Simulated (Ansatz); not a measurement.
By PBEsol, the system below comes out a metal.

Consider the following.

```
CELL_PARAMETERS angstrom
      3.12729     0.00000     0.00000
      0.00000     3.12729     0.00000
      1.56364    -1.56364     2.21132
ATOMIC_POSITIONS crystal
  Ta 0.50000 0.50000 0.00000
  N  0.00000 0.00000 0.00000
```

Space group of this cell: Fm-3m, rock salt. The cell is taken as given; by PBEsol its mean pressure is -10.7 GPa.

All values below come from PBEsol (plane waves, PAW; Ansatz, an electronic-structure program).

The current runs along the normal of the first two printed vectors; no spin-orbit coupling. Scaled by the factor s: the length along the current (ions clamped). Meshes 26×26×26 and 30×30 across the current in all rows.

```
s     mean pressure (GPa)  ballistic conductance per area (both spins) (× 10¹⁵ S/m²)
----  -------------------  ---------------------------------------------------------
0.97                  0.2                                                       1.56
1.00                -10.7                                                       1.47
1.03                -18.5                                                          ?
```

Q: Take the slope of the ballistic conductance per area (both spins) against ln s from the two given rows, extrapolate to s = 1.03, and say what the run there gives.

A: Slope = (1.56 − 1.47) / ln 0.97 = -2.95 × 10¹⁵ S/m². The line gives 1.47 + (-2.95) × ln 1.03 = 1.38 × 10¹⁵ S/m². The run gives 1.46 × 10¹⁵ S/m², 0.08 × 10¹⁵ S/m² over the line, 89 % of the predicted step.
